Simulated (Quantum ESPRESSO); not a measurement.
## Converging the k-point mesh: CaC2 (R3m, 3 atoms in the cell)

```
CaC2
1.0
    1.93468     1.11699     3.93410
   -1.93468     1.11699     3.93410
    0.00000    -2.23397     3.93410
Ca C
1 2
Direct
  0.00424   0.00424   0.00424
  0.55291   0.55291   0.55291
  0.44709   0.44709   0.44709
```

Computed with PBEsol, GBRV 1.5 ultrasoft (PBESOL) pseudopotentials (plane waves; Quantum ESPRESSO).

Base settings: ecutwfc = 40 Ry; ecutrho = 200 Ry; occupations = smearing; smearing = fd; degauss = 0.0036749 Ry; potentials = {Ca: ca_pbesol_v1.uspp.F.UPF, C: c_pbesol_v1.2.uspp.F.UPF}; K_POINTS = automatic 7 7 7 0 0 0; conv_thr = 1e-10 Ry.

Only quantities that move along the ladder and can be compared are tabulated.

The count of work is k-points × plane waves × bands × iterations; it is no time. Core times come from one kind of shared machine, to one figure; runs under 30 s give none.

The starting cell comes from a database of computed structures (which also holds hypothetical and non-ambient phases and stackings), without a prior relaxation at this level. Its lattice was rescaled by up to half a per cent. One atom was moved a little off its site on purpose.

Steps (K_POINTS): automatic 2 2 2 0 0 0; automatic 3 3 3 0 0 0; automatic 4 4 4 0 0 0; automatic 5 5 5 0 0 0; automatic 6 6 6 0 0 0; automatic 7 7 7 0 0 0; automatic 8 8 8 0 0 0; automatic 9 9 9 0 0 0; automatic 10 10 10 0 0 0; automatic 11 11 11 0 0 0; automatic 12 12 12 0 0 0; automatic 13 13 13 0 0 0; automatic 15 15 15 0 0 0; automatic 16 16 16 0 0 0; automatic 18 18 18 0 0 0; automatic 20 20 20 0 0 0; automatic 22 22 22 0 0 0.

### Question
What is the coarsest K_POINTS that holds the forces within 0.01 eV/Å of the last step, with all finer ones?

### Answer
automatic 4 4 4 0 0 0, at 0.013 of the last step's count of work; the step before is off by 0.031 eV/Å.

### Question
What is the coarsest K_POINTS that holds the pressure within 0.1 GPa of the last step, with all finer ones?

### Answer
automatic 3 3 3 0 0 0, at 0.0058 of the last step's count of work; the step before is off by 1.1 GPa.

| K_POINTS | free energy less the last step's (meV/atom) | pressure (GPa) | largest difference of a force vector from the last step's (eV/Å) | gap on the mesh (eV) | count of work / last | core time / last (rough) |
|---|---|---|---|---|---|---|
| automatic 2 2 2 0 0 0 | 49.97 | -0.01 | 0.181 | 2.533 | 0.0039 | – |
| automatic 3 3 3 0 0 0 | 3.47 | -1.02 | 0.031 | 3.483 | 0.0058 | – |
| automatic 4 4 4 0 0 0 | 0.40 | -1.08 | 0.005 | 2.584 | 0.013 | – |
| automatic 5 5 5 0 0 0 | 0.05 | -1.09 | 0.001 | 2.951 | 0.019 | – |
| automatic 6 6 6 0 0 0 | 0.00 | -1.09 | 0.000 | 2.585 | 0.028 | – |
| automatic 7 7 7 0 0 0 | 0.00 | -1.09 | 0.000 | 2.779 | 0.039 | – |
| automatic 8 8 8 0 0 0 | 0.00 | -1.09 | 0.000 | 2.585 | 0.063 | 0.07 |
| automatic 9 9 9 0 0 0 | 0.00 | -1.09 | 0.000 | 2.704 | 0.083 | 0.1 |
| automatic 10 10 10 0 0 0 | 0.00 | -1.09 | 0.000 | 2.585 | 0.11 | 0.10 |
| automatic 11 11 11 0 0 0 | 0.00 | -1.09 | 0.000 | 2.665 | 0.14 | 0.2 |
| automatic 12 12 12 0 0 0 | 0.00 | -1.09 | 0.000 | 2.585 | 0.18 | 0.2 |
| automatic 13 13 13 0 0 0 | 0.00 | -1.09 | 0.000 | 2.643 | 0.23 | 0.2 |
| automatic 15 15 15 0 0 0 | 0.00 | -1.09 | 0.000 | 2.628 | 0.34 | 0.3 |
| automatic 16 16 16 0 0 0 | 0.00 | -1.09 | 0.000 | 2.585 | 0.41 | 0.5 |
| automatic 18 18 18 0 0 0 | 0.00 | -1.09 | 0.000 | 2.585 | 0.57 | 0.5 |
| automatic 20 20 20 0 0 0 | 0.00 | -1.09 | 0.000 | 2.585 | 0.76 | 0.8 |
| automatic 22 22 22 0 0 0 | 0.00 | -1.09 | 0.000 | 2.585 | 1.0 | 1 |

The gap on the mesh jumps up and down from mesh to mesh; it is no smooth measure of convergence.
